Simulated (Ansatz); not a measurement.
**LiF (model structure, F-43m, No. 216, 2 atoms in the cell)**

Calculation: LDA (Ansatz, a program for electronic structure, PAW).

Run with plane-wave cutoff 520 eV, 14×14×14 k mesh, Fermi–Dirac smearing 0.01 eV, scalar-relativistic PAW data made under PBE.

Cell (relaxed at this level):

```yaml
crystal:
  lattice:
    - [0.00000, 2.10260, 2.10260]
    - [2.10260, 0.00000, 2.10260]
    - [2.10260, 2.10260, 0.00000]
  atoms:
    - { symbol: Li, position: [0.00000, 0.00000, 0.00000] }
    - { symbol: F, position: [0.25000, 0.25000, 0.25000] }
```

For LiF (model structure, F-43m, No. 216, 2 atoms in the cell), the band gap is 7.95 eV (on the SCF k mesh). The bulk modulus B0 is 65.4 GPa.

Note: the bulk modulus is −V dP/dV from two relaxed cells at ±2 % in volume; the relaxation could raise the start's symmetry but not lower it, so the cell can be a saddle point.

The computed numbers hold no vibrational or temperature effects.

It cost roughly 9 core-seconds of CPU time.

A model structure was made by putting elements into a prototype or built by hand; it is no filed structure, need not be a known phase, and can be a saddle point held by its symmetry.
